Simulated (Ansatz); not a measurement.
An Ansatz (a quantum-chemistry and plane-wave program) input (DFT with r2SCAN, PAW potentials and a 500 eV plane-wave cutoff in Ansatz, spin-orbit coupling left out):

Ansatz 0.2 input:
```yaml
crystal:
  lattice:
    - [0, 3.5190578531, 3.3621078729]
    - [3.5190578531, 0, 3.3621078729]
    - [3.5190578531, 3.5190578531, 0]
  atoms:
    - { symbol: S, position: [0.75, 0.75, 0.75] }
    - { symbol: Ba, position: [0, 0, 0] }
basis: { ecutwfc: 500, ecutrho_ratio: 4, xc_grid: 4, fft_grid_basis: typed }
kpoints: { mp_grid: { grid: [8, 8, 8] } }
hamiltonian:
  xc: r2scan
  dispersion: none
  pseudopotentials: { kind: paw }
scf: { occupations: { method: fermi_dirac, width: 0.05 }, convergence: { dr2_threshold: 0.0000000002 } }
relax: { f_tol: 0.005, max_steps: 50 }
output: { forces: true, stress: true }
checkpoint: { write: state.ck, write_every: 1000 }
```

Which symmetry and how many k-points will the program report, and about how many plane waves at Γ?

Space group I-4m2 (ITA 119) with 8 operations, k-points 59 of 512, and 2109 plane waves at Γ.

And the final pressure?

1.40 GPa (compression positive).

The cells carry an imposed strain or load. No phonon test of stability was made. The cell was made from BaS in the zinc blende structure (space group F-43m, No. 216; a hypothetical phase, not in the database extracts checked) by this change: uniaxial strain ε_zz = −4.46 %.
